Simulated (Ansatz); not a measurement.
Results of PBEsol in Ansatz (PAW) for AlB2-type TiB2.

Settings: plane-wave cutoff 520 eV, 18×18×12 k mesh (along the axes of the cell as run), Fermi–Dirac smearing 0.1 eV, perturbation theory, force constants from a 6×6×4 q mesh, no spin polarisation, scalar-relativistic PAW data made under PBE.

Estimate the zero-point energy that the calculation returns.


- zero-point energy: 0.104 eV/atom

Ansatz is a quantum-chemistry and plane-wave program.
